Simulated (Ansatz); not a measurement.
# Cu2O, pressure series

The reference is Cu₂O (space group Pn-3m, No. 224; a = 4.2984 Å).

Cell and atoms are relaxed at each pressure.

Level of theory: PBE/PAW in Ansatz (a quantum-chemistry and plane-wave program), no SOC.

Notes on the quantities. enthalpy: H = E + PV relative to the base's energy.

| change | band gap | enthalpy | electron mass |
|---|---|---|---|
| base | 0.48 eV | – | 0.93 mₑ (at Γ) |
| pressure −2 GPa | 0.44 eV | -0.17 eV/atom | 0.92 mₑ (at Γ) |
| pressure −1 GPa | 0.46 eV | -0.08 eV/atom | 0.93 mₑ (at Γ) |
| pressure 0.9 GPa | 0.49 eV | +0.07 eV/atom | 0.93 mₑ (at Γ) |
| pressure 2.1 GPa | 0.51 eV | +0.17 eV/atom | 0.94 mₑ (at Γ) |
| pressure 4.5 GPa | 0.56 eV | +0.36 eV/atom | 0.95 mₑ (at Γ) |
| pressure 9 GPa | 0.63 eV | +0.72 eV/atom | 0.96 mₑ (at Γ) |
| pressure 15 GPa | 0.72 eV | +1.17 eV/atom | 0.98 mₑ (at Γ) |
| pressure 22.5 GPa | 0.78 eV | +1.72 eV/atom | 0.073, 0.43 mₑ (at Γ) |
| pressure 30 GPa | 0.65 eV | +2.25 eV/atom | 0.058, 0.42 mₑ (at Γ) |

Load acts through the strain it causes; cell and atoms are relaxed under it. Masses are band curvatures over ±0.01 Å⁻¹ around the edge. No phonon test of stability was made. No other phases were tried under pressure. No Hubbard U is applied. All final runs are without spin polarisation.
